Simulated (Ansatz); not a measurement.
For InSe (P6₃/mmc, No. 194, 8 atoms in the cell; start mp-20485; a measured phase of this formula has another space group), PBE (Ansatz, an electronic-structure program, plane waves, PAW) gives:

```
Quantity               Value
------------------  --------
lattice constant a   4.088 Å
c axis length       18.522 Å
```

**Question.** What does PBE-D4 (Ansatz, PAW) give for the same quantities?

**Answer.** 
- lattice constant a: 4.029 Å (decreases by 1.4 %)
- lattice parameter c: 16.723 Å (drops by 9.7 %)

Changes are worked out from the printed values.

Unless a cell is named, each level is at its own relaxed cell (PBE 33.50, PBE-D4 29.39 Å³/atom).

Caveats: the relaxation could not lower the start's symmetry, so the cell can be a saddle point above a distorted one (PBE, PBE-D4). Ansatz's density-functional and Hartree–Fock values are scalar-relativistic unless marked +SOC, with PAW data made under PBE.

A start named mp-… is a Materials Project structure, which need not be a measured phase.
